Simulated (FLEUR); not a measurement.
A self-consistent single point of Au3S (P6_3/mmc, 8 atoms in the cell) with FLEUR.

Method of the run: LDA (Perdew-Zunger), all-electron FLAPW (FLEUR), scalar-relativistic valence in FLEUR.

The change in words: lattice scaled by 0.98. Reference geometry:
```
CELL_PARAMETERS angstrom
      5.75784     0.00000     0.00000
     -2.87892     4.98643     0.00000
      0.00000     0.00000     4.71797
ATOMIC_POSITIONS crystal
  S  0.66667 0.33333 0.25000
  S  0.33333 0.66667 0.75000
  Au 0.33253 0.16626 0.75000
  Au 0.66747 0.83374 0.25000
  Au 0.16626 0.33253 0.25000
  Au 0.83374 0.66747 0.75000
  Au 0.83374 0.16626 0.75000
  Au 0.16626 0.83374 0.25000
```

Reference input (self-consistent single point, DFT, LDA (Perdew-Zunger), all-electron FLAPW (FLEUR), scalar-relativistic valence): Kmax = 4 1/bohr; GmaxXC = 12 1/bohr; xcFunctional = pz; jspins = 1; l_soc = F; mode = gauss; fermiSmearingEnergy = 0.00499791 Htr; mesh (inpgen div1-3) = 5 5 5; inpgen gamma flag = false; Gmax = 12 1/bohr; numbands = 0; maxIterBroyd = 40. This run's input differs from it in these lines:

```diff
@@ -3,6 +3,6 @@
 &input film=f /
-1.0000000000 0.0000000057 0.0000000000
--0.5000000050 0.8660254009 0.0000000000
-0.0000000000 0.0000000000 0.8193993571
-10.8807328412
+1.0000000000 0.0000000528 0.0000000000
+-0.5000000458 0.8660253774 0.0000000000
+0.0000000000 0.0000000000 0.8193994679
+10.6631175271
 1.0 1.0 1.0
@@ -50,5 +50,5 @@
          <bravaisMatrix>
-            <row-1>   10.8807328412000004     0.0000000620201772     0.0000000000000000</row-1>
-            <row-2>   -5.4403664750036640     9.4229910208860268     0.0000000000000000</row-2>
-            <row-3>    0.0000000000000000     0.0000000000000000     8.9156654948561371</row-3>
+            <row-1>   10.6631175271000007     0.0000005630126054     0.0000000000000000</row-1>
+            <row-2>   -5.3315592519207833     9.2345303806673318     0.0000000000000000</row-2>
+            <row-3>    0.0000000000000000     0.0000000000000000     8.7373528278609047</row-3>
          </bravaisMatrix>
```

Output (repeated stretches shortened):

```
 Iteration:     1   Distance:      15.28598592 me/bohr^3
 Iteration:     2   Distance:      13.36828754 me/bohr^3
 Iteration:     3   Distance:       6.52255356 me/bohr^3
 Iteration:     4   Distance:       3.07822409 me/bohr^3
 Iteration:     5   Distance:       2.33423558 me/bohr^3
   [... 7 lines left out ...]
 Iteration:    13   Distance:       0.00058826 me/bohr^3
 Iteration:    14   Distance:       0.00008718 me/bohr^3
 Iteration:    15   Distance:       0.00006968 me/bohr^3
 Iteration:    16   Distance:       0.00000929 me/bohr^3
 Reset of history
 Run finished successfully
 Stop message:
   Structural relaxation: new displacements generated

[file out, last iteration]
             iter=     17
[...]
          total density-effective poten   -2.0265829962E+05
          total charge density-energy d   -2.1785581112E+03
 Updated energy parameters for spin:           1
[...]
 fermi energy and band-weighting factors:
   [... 8 lines left out ...]

[...]
FERMIE:
          first approx. to ef    (T=0)  :   0.420010 htr   (energy of the highest occ. eigenvalue)
          number of occ. states  (T=0)  :        856
          first approx. to seigv (T=0)  : -40.369831 htr
          sum of weights of occ. states :  57.048000
          sum of semicore charge        :   0.000000 e
          fermi energy=   0.42135 har   work function= -11.46557 ev
   [... lines left out ...]
          total moment                 =     0.00000
 Direct bandgap for spin            1 :    1.4049260086943072E-002  Htr
 ---->    free energy=                   -115020.3972950831 htr
   [... lines left out ...]
      extrapolation for T->0
 ---->    total electron energy=         -115020.3972950831 htr
 ***** TOTAL FORCES ON ATOMS *****
 TOTAL FORCE FOR ATOM TYPE=  1  X= -5.332   Y=  3.078   Z=  2.184
                       FX_TOT= 0.000000 FY_TOT= 0.000000 FZ_TOT= 0.000000
 TOTAL FORCE FOR ATOM TYPE=  2  X=  2.659   Y=  1.535   Z= -2.184
                       FX_TOT= 0.002099 FY_TOT= 0.001212 FZ_TOT= 0.000000
```

The run converged in 16 iterations. FLEUR gives forces in its relaxation mode, with a further iteration, so its stop message speaks of a relaxation. Against the reference run the total energy rises by 7.8 meV/atom.

The starting cell comes from a database of computed structures (which also holds hypothetical and non-ambient phases and stackings), without a prior relaxation at this level. Its lattice was rescaled by a random factor within 2.5 % of one. For this run, on top of that: lattice scaled by 0.98. Spin-orbit coupling is off. Values depend on the basis (sphere radii, cutoffs, local orbitals), which need not be converged. No gap is read from this output. The log's line on a gap gives a spacing of levels on this mesh, which the program prints for metals too.

Cost on one core of a shared machine: roughly 3 min.
